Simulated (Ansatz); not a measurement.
# Relaxation of cell and atoms of LiH4BrO2 (P-1, 16 atoms in the cell) at several settings

```yaml
crystal:
  lattice:
    - [5.38066, 0.00000, 0.00000]
    - [2.68620, 5.91265, 0.00000]
    - [0.90015, 2.75661, 5.82106]
  atoms:
    - { symbol: Br, position: [0.25544, 0.12204, 0.23322] }
    - { symbol: Br, position: [0.74456, 0.87796, 0.76678] }
    - { symbol: Li, position: [0.30900, 0.37800, 0.48300] }
    - { symbol: Li, position: [0.69100, 0.62200, 0.51700] }
    - { symbol: O, position: [0.98580, 0.71820, 0.29510] }
    - { symbol: O, position: [0.01420, 0.28180, 0.70490] }
    - { symbol: O, position: [0.61310, 0.48070, 0.29140] }
    - { symbol: O, position: [0.38690, 0.51930, 0.70860] }
    - { symbol: H, position: [0.98000, 0.84000, 0.31200] }
    - { symbol: H, position: [0.02000, 0.16000, 0.68800] }
    - { symbol: H, position: [0.77900, 0.38800, 0.30000] }
    - { symbol: H, position: [0.22100, 0.61200, 0.70000] }
    - { symbol: H, position: [0.58800, 0.60100, 0.16200] }
    - { symbol: H, position: [0.41200, 0.39900, 0.83800] }
    - { symbol: H, position: [0.97000, 0.77000, 0.15300] }
    - { symbol: H, position: [0.03000, 0.23000, 0.84700] }
```

Base: PBEsol, default PAW files made with PBE run with Ansatz (an electronic-structure program). Its settings: kpoints.mp_grid.grid = 4 3 3; hamiltonian.xc = pbesol; hamiltonian.pseudopotentials = {kind: paw} (the program's default PAW files); scf.occupations.method = fermi_dirac; scf.occupations.width = 0.1 eV. Starting volume 11.57 Å³ per atom.

Each line gives the change from the base single point and the result:

- relax: default → cell and atoms; relax.cell.p_target: default → 5 GPa: pressure 5.00 GPa; largest force (vector length) 0.002 eV/Å; final cell a = 5.0267 Å, b = 6.0649 Å, c = 5.9225 Å, α = 64.17°, β = 81.01°, γ = 65.46°; final volume per atom 9.23 Å³; relaxation steps 15; free energy against the base single point -358.6 meV/atom.
- hamiltonian.xc: pbesol → lda; relax: default → cell and atoms [DFT, LDA (PW92), plane waves, default PAW files made with PBE]: pressure -0.03 GPa; largest force (vector length) 0.010 eV/Å; final cell a = 5.060 Å, b = 6.342 Å, c = 6.178 Å, α = 62.87°, β = 80.85°, γ = 66.86°; final volume per atom 10.14 Å³; relaxation steps 16.
- hamiltonian.dispersion: default → d3bj; relax: default → cell and atoms [DFT, PBEsol-D3BJ, plane waves, default PAW files made with PBE]: pressure -0.02 GPa; largest force (vector length) 0.005 eV/Å; final cell a = 5.1536 Å, b = 6.3505 Å, c = 6.2179 Å, α = 63.18°, β = 81.11°, γ = 66.40°; final volume per atom 10.40 Å³; relaxation steps 15.

The starting cell comes from a database of published, mostly measured structures (it also holds non-ambient and calculated ones), without a prior relaxation at this level. Its lattice was rescaled by a random factor within 2.5 % of one. In the base run, forces exceed 1 eV/Å. Ansatz's pressure includes its estimate of the finite-basis (Pulay) stress.

Keys are those of Ansatz 0.2.
